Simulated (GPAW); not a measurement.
Worked example: self-consistent single point of Ti3Sn (P1, 4 atoms in the cell) in GPAW.

Method of the run: LDA (Perdew-Wang 92), GPAW PAW datasets LDA (gpaw-data 1.0.1) (plane waves; GPAW).

```
Ti3Sn
1.0
    4.15693     0.00000     0.00000
    0.00000     4.15693     0.00000
    0.00000     0.00000     4.15693
Ti Sn
3 1
Direct
  0.49342   0.49407   0.00266
  0.00177   0.49836   0.48732
  0.51408   0.01455   0.51090
  0.99073   0.99302   0.99912
```

Reference input (self-consistent single point, DFT PBEsol, plane waves, GPAW PAW datasets PBEsol (made by gpaw-setup)): mode = pw; ecut = 850 eV; xc = PBEsol; kpts = 5 5 5; mesh shift (steps) = 0 0 0; occupations.name = fermi-dirac; occupations.width = 0.136 eV; nbands = -8; symmetry.symmorphic = false; symmetry.tolerance = 0.0005; maxiter = 100. This run's input differs from it in these lines:

```diff
@@ -15,3 +15,3 @@
 calc = GPAW(mode={'name': 'pw', 'ecut': 850},
-            xc='PBEsol',
+            xc='LDA',
             kpts=(5, 5, 5),
```

Its files differ too (potentials: GPAW PAW datasets LDA (gpaw-data 1.0.1)).

Output, abridged:

```
     iter     time        total  log10-change:
                         energy   eigst   dens
iter:   1 --:--:--   -28.995133
iter:   2 --:--:--   -28.930469   -0.94  -1.43
iter:   3 --:--:--   -28.356444   -0.77  -1.44
iter:   4 --:--:--   -28.421545   -1.46  -2.00
iter:   5 --:--:--   -28.376853   -1.59  -2.05
iter:   6 --:--:--   -28.374423   -2.51  -2.18
iter:   7 --:--:--   -28.378783c  -2.74  -2.58
iter:   8 --:--:--   -28.373261c  -3.72  -2.56
iter:   9 --:--:--   -28.366322c  -2.47  -2.69
iter:  10 --:--:--   -28.366894c  -3.51  -3.16
iter:  11 --:--:--   -28.367032c  -3.61  -3.24
   [... 4 lines left out ...]
iter:  16 --:--:--   -28.366947c  -4.31  -3.57
iter:  17 --:--:--   -28.367013c  -5.27  -3.70
iter:  18 --:--:--   -28.367128c  -5.40  -3.72
iter:  19 --:--:--   -28.366895c  -4.91  -3.81
iter:  20 --:--:--   -28.366934c  -5.83  -4.19c
iter:  21 --:--:--   -28.366947c  -6.63  -4.23c
iter:  22 --:--:--   -28.366932c  -6.78  -4.36c
iter:  23 --:--:--   -28.366932c  -7.60c -4.52c
Converged after 23 iterations.

Dipole moment: (0.884181, -0.581037, -0.154872) |e|*Ang

Energy contributions relative to reference atoms: (reference = -237387.433989)

Kinetic:        +17.065417
Potential:      -14.625317
External:        +0.000000
XC:             -30.537082
Entropy (-ST):   -0.372459
Local:           -0.083720
SIC:             +0.000000
--------------------------
Free energy:    -28.553162
Extrapolated:   -28.366932

Showing only first 2 kpts
 Kpt  Band  Eigenvalues  Occupancy
  0    23      7.76392    1.99931
  0    24      8.49363    1.86168
  0    25      8.50383    1.85171
  0    26      8.51976    1.83480

  1    23      7.89073    1.99824
  1    24      8.70304    1.48534
  1    25      8.73314    1.39633
  1    26      8.88102    0.87627

Fermi level: 8.84719

No gap
No difference between direct/indirect transitions
Energy (eV): -28.366932

Forces in eV/Ang:
  0 Ti    0.19509    0.13031   -0.05167
  1 Ti   -0.02966   -0.03221    0.46471
  2 Ti   -0.59167   -0.29017   -0.43776
  3 Sn    0.42473    0.18921    0.02416

Stress tensor:
     0.042443     0.000162    -0.001984
     0.000162     0.043519     0.000540
    -0.001984     0.000540     0.040986
Stress (GPa, Voigt): [ 6.8     6.9724  6.5667  0.0865 -0.3179  0.0259]
```

The run converged in 23 iterations. GPAW prints stress with tension positive. Against the reference run the pressure goes from -2.84 to -6.78 GPa and the largest force goes from 0.858 to 0.791 eV/Å.

The starting cell comes from a database of computed structures (which also holds hypothetical and non-ambient phases and stackings), without a prior relaxation at this level. Its atoms were displaced at random from the sites of space group no. 221. Spin polarisation is off. With a pressure of about -7 GPa the cell is away from its equilibrium volume at this level.

Cost on one core of a shared machine: roughly 4 min.
